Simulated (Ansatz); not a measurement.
An Ansatz (a program for electronic structure) input (Kohn–Sham DFT with the r2SCAN functional, run in Ansatz with PAW and 500 eV plane waves, spin-orbit coupling left out):

Ansatz 0.2 input:
```yaml
crystal:
  lattice:
    - [0, 4.1593492044, 4.1593492044]
    - [4.1593492044, 0, 4.1593492044]
    - [4.1593492044, 4.1593492044, 0]
  atoms:
    - { symbol: Sr, position: [0.25, 0.25, 0.25] }
    - { symbol: Sr, position: [0.75, 0.75, 0.75] }
    - { symbol: Hg, position: [0.5, 0.5, 0.5] }
    - { symbol: Mo, position: [0, 0, 0] }
    - { symbol: O, position: [0.7715252107, 0.2284747893, 0.7715252107] }
    - { symbol: O, position: [0.2284747893, 0.7715252107, 0.2284747893] }
    - { symbol: O, position: [0.7715252107, 0.2284747893, 0.2284747893] }
    - { symbol: O, position: [0.2284747893, 0.7715252107, 0.7715252107] }
    - { symbol: O, position: [0.7715252107, 0.7715252107, 0.2284747893] }
    - { symbol: O, position: [0.2284747893, 0.2284747893, 0.7715252107] }
basis: { ecutwfc: 500, ecutrho_ratio: 4, xc_grid: 4, fft_grid_basis: typed }
kpoints: { mp_grid: { grid: [7, 7, 7] } }
hamiltonian:
  xc: r2scan
  dispersion: none
  pseudopotentials: { kind: paw }
scf: { occupations: { method: fermi_dirac, width: 0.05 }, convergence: { dr2_threshold: 0.000000001 } }
output: { forces: true, stress: true }
checkpoint: { write: state.ck, write_every: 1000 }
```

Problem. Which symmetry and how many k-points will the program report, and about how many plane waves at Γ?

Solution. Space group Fm-3m (ITA 225) with 48 operations, k-points 20 of 343, and 3695 plane waves at Γ.

Whether these cells are dynamically stable was not tested. The cell was made from Sr2ZnMoO6 by this change: Zn → Hg; the result is a hypothetical phase, not in the database extracts checked.
